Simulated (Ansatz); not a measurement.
SnO₂ (P4_2/mnm): electron mass 0.219 mₑ, hole mass 1.60 mₑ, dielectric constants ε∞ = 4.54 and ε₀ = 12.0, effective LO phonon energy 65 meV (band masses from r2SCAN, rigid bands (Ansatz, a program for electronic structure), cell and atoms relaxed with PBEsol; dielectric constants and zone-centre modes from Ansatz with LDA on its own relaxed cell).

### Question
Estimate a shallow donor's binding energy, its radius and the Mott density in the hydrogenic model.

### Answer
E_d = 13.606 eV × m/ε₀² = 20.7 meV and a = 0.0529 nm × ε₀/m = 2.90 nm; n^(1/3) a = 0.26 gives 7.2e17 cm⁻³. The orbit spans many cells, so the model is sensible.

### Question
Bracket the exciton binding energy.

### Answer
The reduced mass is 0.193 mₑ, which gives 18.2 meV with ε₀ and 127 meV with ε∞. The phonon energy lies between the two, so neither limit holds, and the model's value lies between them.

Isotropic masses (harmonic means over directions) and a parabolic band; the masses carry the functional's gap error.
